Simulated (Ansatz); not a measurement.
Take CsPbCl$_{3}$ in the cubic perovskite structure (space group Pm-3m, No. 221; a = 5.521 Å) as the base.

Calculations: LDA (Ansatz, an electronic-structure program, PAW, no SOC).

One change was made to it. Results:

```tsv
quantity	base	after
shortest interatomic distance	2.760 Å	2.575 Å
valley order (the lowest conduction-band minima on the path, energy above the VBM, named in the base's zone)	R along ⟨111⟩ 1.53 eV; Γ 2.75 eV	R along ⟨111⟩ 0.21 eV; Γ 1.37 eV
density	4.41 g/cm³	5.43 g/cm³
```

**Question.** Which change produced these results?
(A) pressure 5 GPa
(B) pressure 10 GPa
(C) pressure 3 GPa

**Answer.** B, pressure 10 GPa. For comparison, the valley order in the other runs: pressure 3 GPa gives R along ⟨111⟩ 1.07 eV; Γ 2.24 eV; pressure 5 GPa gives R along ⟨111⟩ 0.80 eV; Γ 1.96 eV.

Spin-orbit coupling, missing from the scalar runs, can matter with Pb. The levels and masses belong to the bands next to the band gap. Load acts through the strain it causes; cell and atoms are relaxed under it. No phonon test of stability was made. No other phases were tried under pressure. Many cubic perovskites are stable only at high temperature; tilts and polar distortions were not tested. This is not the structure that CsPbCl3 has at room temperature and ambient pressure.
